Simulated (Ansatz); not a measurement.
# Ag: uniaxial strain ε_xx = +3.05 %

Start from Ag in the fcc (Cu type) structure (space group Fm-3m, No. 225; a = 4.104 Å; relaxed with 0.1 eV smearing). Axes: x, y, z lie along the cube axes.

The change: the cell is stretched by 3.05 % along x with no lateral relaxation; the atoms relax in the strained cell.

Method: plane-wave PAW DFT at the r2SCAN level (Ansatz, a program for electronic structure, 500 eV), no spin-orbit coupling. Settings: 28×28×28 k-points, 0.1 eV Fermi–Dirac smearing.

| quantity | base | changed | shift |
|---|---|---|---|
| volume per atom | 17.28 Å³ | 17.81 Å³ | +0.53 Å³ |
| space group | Fm-3m (No. 225) | I4/mmm (No. 139) | – |
| shortest interatomic distance | 2.902 Å | 2.902 Å | 0.000 Å |
| energy relative to the base (free energy F) | 0 meV/atom | +5.8 meV/atom | +5.8 meV/atom |
| pressure (mean of the normal stresses, compression positive) | 0.0 GPa | -2.8 GPa | -2.8 GPa |
| band gap | zero | zero | – |
| stress (xx, yy, zz, yz, xz, xy; compression positive) | – | (-3.4, -2.5, -2.5, 0.0, 0.0, 0.0) GPa | – |

Final structure:

```yaml
crystal:
  lattice:
    - [0.00000, 2.05214, 2.05214]
    - [2.11473, 0.00000, 2.05214]
    - [2.11473, 2.05214, 0.00000]
  atoms:
    - { symbol: Ag, position: [0.00000, 0.00000, 0.00000] }
```

Stability against distortions was not tested.
